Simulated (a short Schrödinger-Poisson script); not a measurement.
System: MOS inversion layer, SiO2 on p-type Ge(111), at 300 K.

```
layer  material  thickness (nm)  Na (cm⁻³)
-----  --------  --------------  ---------
1          SiO2             1.7          -
2            Ge             860     2.3e17
```

The device is made up for the run: typed textbook-type constants, with dimensions and the other settings drawn at random. SiO2: permittivity 3.9, conduction-band edge (eV) 3.1, gap (eV) 9, electron mass (mₑ) 0.5. Ge: permittivity 16, conduction-band edge (eV) 0, gap (eV) 0.664, Nv at 300 K (cm⁻³) 6e18.

Channel valleys (confinement mass, in-plane density-of-states mass, number): L1 1.59, 0.08, 1; L3 0.09, 0.34, 3. At the gate the conduction-band edge of layer 1 lies 3.14 eV − eVg above the Fermi level of the channel; the field vanishes at the back. Gaps are held at their typed values at every temperature. Mesh 0.03 nm at interfaces.

Solved with a short Schrödinger-Poisson script written for these runs: 1D Poisson equation in equilibrium, electrons classical, Boltzmann, parabolic valleys, classical holes, full ionisation, no traps, pinning or gate leakage.

The same stack at other levels of the model or other numerical settings:

```csv
run,sheet density of all electrons at Vg = 0.85 V (cm⁻²),sheet density of all electrons at Vg = 0.25 V (cm⁻²),capacitance at Vg = 0.85 V (μF/cm²),centroid of the channel electrons at Vg = 0.85 V (nm),rough cost against the base
base,7.79e12,1.17e12,1.89,0.78,about 1
"electrons treated as classical, Fermi-Dirac",[?],1.13e12,1.74,1.15,6
"electrons treated as quantum, Hartree",6.32e12,[?],1.61,2.21,30
mesh six times as coarse,7.69e12,1.15e12,1.87,[?],0.6
```

What belongs in the gaps?


- electrons treated as quantum, Hartree, sheet density of all electrons at Vg = 0.25 V (cm⁻²): 7.70e11
- electrons treated as classical, Fermi-Dirac, sheet density of all electrons at Vg = 0.85 V (cm⁻²): 7.28e12
- mesh six times as coarse, centroid of the channel electrons at Vg = 0.85 V (nm): 0.87

The classical rows ignore confinement, and Boltzmann statistics overrate the density once the band edge passes the Fermi level.

Only the L valleys are kept; under strong confinement the Δ valleys of Ge fill too.
